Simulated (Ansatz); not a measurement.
The starting structures come from a database of crystals and need not be the phases stable at ambient conditions.

 Where the default PAW files enter, the runs use the earlier of Ansatz's two default sets.

By PBEsol, the system below comes out a metal.

Input:

```
AlTi
1.0
    3.24264     0.00000     0.00000
    0.00000     4.58579     0.00000
    0.00000     2.29289     2.29289
Ti Al
1 1
Direct
  0.00000   0.00000   0.00000
  0.50000   0.50000   0.00000
```

Space group of this cell: Pm-3m, CsCl type. The cell is strained (all lengths scaled by 1.02); by PBEsol its mean pressure is -8.2 GPa.

The current flows along the normal of the first two printed cell vectors, the (110) plane of the conventional cell. No spin-orbit coupling; the value is a mean over 0.1 eV about the Fermi level.

Question: Predict the ballistic conductance per area from PBEsol in Ansatz (a quantum-chemistry and plane-wave program).

Answer: 0.88 × 10¹⁵ S/m² for both spins.
